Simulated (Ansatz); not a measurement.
KF: band gap against pressure

KF (rock salt, Fm-3m, 19.911 Å³/atom and stress up to 0.01 GPa in the relaxed cell, cube axes along x, y and z) under hydrostatic pressure, with the cell free. PBE in Ansatz, a plane-wave DFT program (PAW, default set), 420 eV, 11×11×11 Γ-centred mesh, Fermi-Dirac smearing 0.05 eV; ions are relaxed, or left where forces stay under 0.02 eV/Å, within the symmetry of each cell. Gaps are the smallest over the k-mesh and a band path, without spin-orbit coupling; in all rows the valence edge lies at Γ and the conduction edge at Γ.

Here P stands for pressure and Eg for gap.

| pressure (GPa) | gap (eV) |
|---|---|
| -1.0 | 5.777 |
| 0.0 | 5.961 |
| 0.3 | 6.011 |
| 0.7 | 6.076 |
| 1.5 | 6.198 |
| 3.0 | ? |

Task: Using a straight line, estimate the missing Eg at P = 3.0 from the other rows, showing the fit.

Result: Means: P 0.30000, Eg 6.0046. About the means, the sum of products is 0.56960 and the sum of squares of P is 3.3800; the slope is their ratio. Least squares gives Eg = 5.9540 + 0.16852·P. Residuals (row less fit): -0.0085, 0.0070, 0.0064, 0.0040, -0.0088; standard error 0.0092 (degrees of freedom: 3). Over these rows the gap moves by 169 ± 5 meV per GPa. At the withheld row, Eg = 5.9540 + 0.16852 × 3.0 = 6.4596 eV. The calculation gives 6.404 eV, 0.0556 eV below the prediction (8.9 % of the range of Eg in the table). The row lies outside the fitted rows, so this is an extrapolation. From the scatter of the fitted rows alone, a prediction at this place has a standard error of 0.0169 eV, so the miss is 3.3 times that.

A polynomial of degree 2 through the 6 other runs of the series gives 6.379 there. Other structures, which can take over under pressure, weren't tried. Rows are the converged runs of the series near zero and its far end, less any whose ions stayed unrelaxed beside relaxed ones; series whose fitted rows scatter by over a few per cent of the range, as at a crossing or softening among them, aren't shown in this form. Most that stay on the fit to the last digits aren't either.
